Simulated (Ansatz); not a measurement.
Cost and result by functional for the surface energy of the (21-31) surface of hcp Y in its 1x1 cell, outermost plane spacing 0.20 Å in the ideal cut, in Ansatz (plane waves, PAW). Single points on the PBE structure, on one kind of machine; costs are rough ratios of the slab run's core time (references not counted) to the cheapest single point. r2SCAN's cost holds its higher cutoff (500 against 420 eV). Differences are taken against r2SCAN for comparison alone: no measured value is at hand, so the table doesn't rank accuracy.

Slab: 18 atoms, 9.6 Å thick at the start (thin: gaps and levels are the slab's own); k 6x5x1, smearing 0.1 eV, dipole-corrected; all atoms relaxed; held to the start's symmetry, so lower structures may exist; no spin, no spin-orbit, no U. These notes are the PBE run's.

```tsv
functional	relative cost	surface energy (J/m²)	less r2SCAN (J/m²)
LDA	1	1.22	0.09
RPBE	1	0.98	-0.15
PBEsol	1	1.17	0.04
r2SCAN	2	1.13	0.00
PBE (the relaxed run's value)	–	1.07	-0.06
```

The values span 0.24 J/m², while the single points' costs differ by a factor of roughly 2. Differences are of unrounded values.

Ansatz is a quantum-chemistry and plane-wave program.
